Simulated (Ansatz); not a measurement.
**Point defect As on the Si site + Sb on the Si site in silicon**

All values below come from PBE, PAW (plane waves to 420 eV; Ansatz, a first-principles code). A 2×2×2 supercell of 64 sites was used; the energies come from a 2×2×2 shifted sampling of its zone. Sites at the start: the Si site; Si 2.37 Å away. Charged cells carry a point-charge image correction with potential alignment at far atoms. Dielectric constants: PBE linear response of the host. Host gap at this level: 0.61 eV. These values are not converged in cell size to better than tenths of an eV. The semilocal functional narrows the gap, so deep levels can fall outside it. Spin–orbit coupling is left out, which matters for these heavy elements. Each state is the lowest found from its start.

| charge | moment (μB) | point group | largest move off a lattice site (Å) | image correction with alignment (eV) |
|---|---|---|---|---|
| +2 | not spin-polarised | C3v | 0.23 | 1.00 |
| +1† | 0.9 | – | 0.24 | 0.38 |
| 0† | not spin-polarised | – | 0.24 | 0.00 |

† Not settled in this cell, so no level is given: charge +1: carriers not clearly localised; charge 0: carriers not clearly localised, level within 0.1 eV of a band edge or past it.

Point groups are those of the whole cell at tolerances of 0.03 and 0.1 Å ("near" where only the looser one holds); none is given for unsettled states.

Flagged in the runs: a doubtful potential alignment.

All states together cost about 30 core-minutes (a rough figure).
